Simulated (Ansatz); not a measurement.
Input:

```
CELL_PARAMETERS angstrom
      3.67719     0.00000     0.00000
     -1.83859     3.12210     0.00000
      0.00000     0.00000    17.27314
ATOMIC_POSITIONS crystal
  As 0.66732 0.33465 0.53998
  As 0.33268 0.66535 0.46002
```

Calculation: PBE, rigid bands (plane waves, PAW, scalar-relativistic; Ansatz, a quantum-chemistry and plane-wave program). Condition of this run: uniaxial strain xx +2 %, other axes clamped. How the cell was made: cell and atoms relaxed with PBE, then loaded as said.

Predict the electron conductivity mass (n e² τ/σ) at 300 K, by direction if it differs.

0.155 (x), 0.58 (y) mₑ.

And the band gap?

1.53 eV at this level; semilocal functionals usually fall short of the measured gap.

Rigid bands, one relaxation time for all states, no polarons. Spin-orbit coupling is left out; where it splits the top of the valence band it changes the hole mass and lowers the gap by about a third of the splitting.
